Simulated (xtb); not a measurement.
xtb 6.7.1, GFN2-xTB: C[SiH2]C#C[SiH3], 13 atoms. The geometry is a generated start, not checked to be a minimum at this level.

```json
{
  "run_flags": "--grad",
  "method": "GFN2-xTB",
  "--acc": "1 (default)",
  "--etemp (K)": "300 (default)",
  "basis_functions": "40",
  "valence_electrons": "28"
}
```

```xyz
13

Si     3.2417     0.2090    -0.3273
C      1.4586    -0.1099     0.0417
C      0.2874    -0.3083     0.2793
Si    -1.4791    -0.6489     0.7216
C     -2.6141     0.4292    -0.3524
H      3.8367     0.8776     0.8327
H      3.3296     1.0660    -1.5132
H      3.8981    -1.0792    -0.5741
H     -1.7460    -2.0721     0.4749
H     -1.6581    -0.3205     2.1417
H     -2.4741     0.2221    -1.4104
H     -2.4212     1.4873    -0.1973
H     -3.6595     0.2475    -0.1172
```

One run each on 1 thread. Values of broydamp tried: 0.02, 0.05, 0.1, 0.2, 0.4 (default), 0.6, 0.8, 1.

### Question
How does the count of SCC iterations change with broydamp, and where is it least?

### Answer
Fewest SCC iterations, within one of each other: 0.2 with 14, 0.4 (default) with 13, 0.6 with 13, 0.8 with 14, 1 with 14. The count rises to 22 at 0.02. All converge to one solution.

```
broydamp       SCC iterations            end
-------------  --------------  -------------
0.02                       22  same solution
0.05                       20  same solution
0.1                        17  same solution
0.2                        14  same solution
0.4 (default)              13  same solution
0.6                        13  same solution
0.8                        14  same solution
1                          14  same solution
```
